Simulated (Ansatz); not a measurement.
OH on the 1x1 (0001) surface of hcp Ti, one in a 2x2 cell, energies for each (29.9 Å²). Energies are against H2O(g) − ½ H2(g), without zero-point or thermal terms; each row is named by its start.

These are PBE (plane waves to 420 eV, PAW; Ansatz, an electronic-structure program) values and carry that method's errors.

**Question.** Which site binds most strongly?
A. hollow Ti-Ti-Ti
B. hollow Ti-Ti-Ti over Ti at depth 2.2 Å

**Answer.** A, hollow Ti-Ti-Ti. Adsorption energies: hollow Ti-Ti-Ti -2.52 eV; hollow Ti-Ti-Ti over Ti at depth 2.2 Å -2.34 eV.
